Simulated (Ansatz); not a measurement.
Start from W in the bcc (W type) structure (space group Im-3m, No. 229; a = 3.169 Å; relaxed with 0.1 eV smearing).

All numbers come from r2SCAN (Ansatz, a program for electronic structure, PAW, no spin-orbit coupling).

Strains are applied to the cell and any free atomic positions relax.

One change was made to it. Results:

The energy increases by 34 meV/atom; the pressure goes from zero to 15.9 GPa.

Task: Which of these changes matches the shifts?
A. isotropic strain −1.00 %
B. isotropic strain −1.50 %
C. isotropic strain −0.50 %

Result: B, isotropic strain −1.50 %. For comparison, the energy relative to the base in the other runs: isotropic strain −1.00 % gives +15 meV/atom; isotropic strain −0.50 % gives +3.6 meV/atom.

Stability against distortions was not tested. All final runs are without spin polarisation.
